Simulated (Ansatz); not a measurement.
## A computed series for CsPbCl3: response to strain and stress

Take CsPbCl$_{3}$ in the cubic perovskite structure (space group Pm-3m, No. 221) as the base.

```
CELL_PARAMETERS angstrom
      5.61875     0.00000     0.00000
      0.00000     5.61875     0.00000
      0.00000     0.00000     5.61875
ATOMIC_POSITIONS crystal
  Cs 0.00000 0.00000 0.00000
  Pb 0.50000 0.50000 0.50000
  Cl 0.00000 0.50000 0.50000
  Cl 0.50000 0.50000 0.00000
  Cl 0.50000 0.00000 0.50000
```

Cartesian axes are those of the cell as printed.

Strains are applied to the cell and any free atomic positions relax; under biaxial strain the out-of-plane vector relaxes too; under stress the whole cell relaxes.

Computed with DFT with PBEsol, PAW potentials and a 420 eV plane-wave cutoff in Ansatz (a quantum-chemistry and plane-wave program), spin-orbit coupling left out.

Candidates:
(a) uniaxial stress, 3 GPa tension along z
(b) uniaxial strain ε_zz = +1.05 %
(c) biaxial strain −4.69 %, plane normal [001], relaxed out of plane
(d) biaxial strain −4.77 %, plane normal [110], relaxed out of plane

Before the change:

- Band gap: 1.83 eV

Order them by band gap, highest first.

(b) uniaxial strain ε_zz = +1.05 % (1.83 eV), (a) uniaxial stress, 3 GPa tension along z (1.64 eV), (d) biaxial strain −4.77 %, plane normal [110], relaxed out of plane (1.23 eV), (c) biaxial strain −4.69 %, plane normal [001], relaxed out of plane (1.04 eV)

With Pb present, leaving out spin-orbit coupling can change the band edges. Beyond what the load breaks, stability against distortions was not tested. Many cubic perovskites are stable only at high temperature; tilts and polar distortions were not tested. This is not the structure that CsPbCl3 has at room temperature and ambient pressure.
